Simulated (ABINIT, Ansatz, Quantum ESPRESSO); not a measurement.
## Code comparison for Sr (Fm-3m, 1 atom in the cell)

Self-consistent single point.

```
CELL_PARAMETERS angstrom
      0.00000     2.97586     2.97586
      2.97586     0.00000     2.97586
      2.97586     2.97586     0.00000
ATOMIC_POSITIONS crystal
  Sr 0.00000 0.00000 0.00000
```

Shared settings, as Ansatz (a program for electronic structure) writes them: kpoints.mp_grid.grid = 8 8 8; magnetization.spin_orbit = true; scf.occupations.method = fermi_dirac; scf.occupations.width = 0.0073 Ry. Potentials and cutoffs stand in the table.

| code | model | pressure (GPa) | cutoff |
|---|---|---|---|
| Quantum ESPRESSO | PBE, spin-orbit coupling, PSlibrary fully relativistic ultrasoft (PBE, semicore) pseudopotentials | 0.52 | 45 Ry |
| Ansatz | PBE with spin-orbit coupling, default PAW files | 0.54 | default |
| ABINIT | PBE, spin-orbit coupling, norm-conserving pseudopotentials (PseudoDojo nc-fr-04 PBE standard) | 0.53 | 68 Ry |

The spread over the programs that give each value: pressure within 0.02 GPa.

Ansatz's pressure is given at a fixed set of plane waves, as the other plane-wave codes print theirs.

The starting cell has typed, rounded lattice constants, without a prior relaxation at this level. Its lattice was rescaled by a random factor within 2.5 % of one.

Left out of this page: Elk, FLEUR and SIESTA (not drawn, or without a comparable value).

Keys are those of Ansatz 0.2.
